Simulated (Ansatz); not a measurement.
**Effect of isotropic strain −1.00 % on Mo**

Consider Mo in the bcc (W type) structure (space group Im-3m, No. 229; a = 3.112 Å; relaxed with 0.1 eV smearing).

Now apply this change: every lattice vector is shortened by 1.00 %; the atoms relax in the strained cell.

Computed with Ansatz (a first-principles code), LDA, PAW, cutoff 420 eV, scalar-relativistic without spin-orbit coupling. Γ-centred 30×30×30 mesh, Fermi–Dirac width 0.1 eV.

| quantity | base | changed | shift |
|---|---|---|---|
| volume per atom | 15.06 Å³ | 14.61 Å³ | -0.45 Å³ |
| shortest interatomic distance | 2.695 Å | 2.668 Å | -0.027 Å |
| energy relative to the base (free energy F) | 0 meV/atom | +13 meV/atom | +13 meV/atom |
| pressure | 0.0 GPa | 9.4 GPa | +9.4 GPa |
| band gap | zero | zero | – |

Stability against distortions was not tested. All final runs are without spin polarisation.
